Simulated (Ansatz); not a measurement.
For LiF (model structure, F-43m, No. 216, 2 atoms in the cell), PBE-D3(BJ) (Ansatz, a program for electronic structure, plane waves, PAW) gives:

| Item | Result |
|---|---|
| equilibrium lattice constant a | 4.302 Å |
| cohesive energy | 4.47 eV/atom |
| band gap | 7.88 eV |

Problem. What does r²SCAN+rVV10 (Ansatz, PAW) give for the same quantities?

Solution. 
- lattice constant a: 4.272 Å (decreases by 0.7 %)
- cohesive energy: 4.40 eV/atom (drops by 0.07 eV/atom)
- band gap: 8.65 eV (rises by 0.77 eV)

Changes are worked out from the printed values.

Unless a cell is named, each level is at its own relaxed cell (PBE-D3(BJ) 9.95, r²SCAN+rVV10 9.75 Å³/atom).

Density-functional gaps are differences of (generalised) Kohn–Sham levels.

Ansatz's density-functional and Hartree–Fock values are scalar-relativistic unless marked +SOC, with PAW data made under PBE.

A model structure was made by putting elements into a prototype or built by hand; it is no filed structure, need not be a known phase, and can be a saddle point held by its symmetry.
